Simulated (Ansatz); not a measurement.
Data:

```
CdSe
1.0
    0.00000     3.08530     3.08530
    3.08530     0.00000     3.08530
    3.08530     3.08530     0.00000
Se Cd
1 1
Direct
  0.75000   0.75000   0.75000
  0.00000   0.00000   0.00000
```

No spin polarisation.

All numbers come from PBEsol (Ansatz, a program for electronic structure, PAW, scalar-relativistic without spin-orbit coupling). k-mesh 9×9×9 (Γ-centred); smearing 0.05 eV (Fermi–Dirac).

Task: Predict the band gap.

Result: 0.40 eV.

Task: What is the computed pressure?

Result: -20.5 kbar.

Task: Predict the hole mass (degenerate bands, along [100]).

Result: 0.043, 0.70, 0.70 mₑ (at Γ).

The cells carry an imposed strain or load. Masses are band curvatures over ±0.01 Å⁻¹ around the edge. No phonon test of stability was made. The cell was made from CdSe in the zinc blende structure (space group F-43m, No. 216) by this change: isotropic strain +1.46 %.
